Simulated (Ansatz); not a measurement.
The parent structure is InPd$_{3}$ in the Cu3Au type structure (space group Pm-3m, No. 221; a cell from a computed database, its experimental status unchecked).

```yaml
crystal:
  lattice:
    - [3.96988, 0.00000, 0.00000]
    - [0.00000, 3.96988, 0.00000]
    - [0.00000, 0.00000, 3.96988]
  atoms:
    - { symbol: In, position: [0.00000, 0.00000, 0.00000] }
    - { symbol: Pd, position: [0.50000, 0.50000, 0.00000] }
    - { symbol: Pd, position: [0.50000, 0.00000, 0.50000] }
    - { symbol: Pd, position: [0.00000, 0.50000, 0.50000] }
```

Cartesian axes are those of the cell as printed.

Method: Ansatz (a quantum-chemistry and plane-wave program) PBEsol, no spin-orbit coupling.

For the base:

| Quantity | Value |
|---|---|
| Volume per atom | 15.64 Å³ |
| Pressure | 0.0 GPa |

Perturbation: compressive biaxial strain of 3.56 % in the plane normal to [110], as in epitaxy on a mismatched substrate; the out-of-plane cell vector and the atoms relax.

Task: Estimate the effect on the volume per atom and pressure.

Result: The volume per atom decreases by 0.43 Å³, from 15.64 Å³ to 15.21 Å³; the pressure (mean of the normal stresses, compression positive) goes from zero to 6.1 GPa.

Without a gap, meshes like the base's 12×12×12 leave anisotropic stresses uncertain by several tenths of a GPa, and small strain energies with them. No phonon test of stability was made. The base started in P4/mmm and relaxed to Pm-3m at this level. All final runs are without spin polarisation.
